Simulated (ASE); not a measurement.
GaP (zinc blende), cell Ga32P32, with the crystal as the starting point [in the run: it stayed crystalline; mean temperature 302 K (target 300 K)]; MD at a mean temperature of 302 K and a mean pressure of -0.1 GPa, 3.0 ps sampled (in preparation the cell's shape was held).

### Question
Estimate the density; P-Ga-P angle that the machine-learned potential CHGNet 0.3.0 (ASE) returns for this input.

### Answer

The density comes out as 3.98 g/cm³ and the P-Ga-P angle is mean 109°, spread 6°, most frequent near 110°.
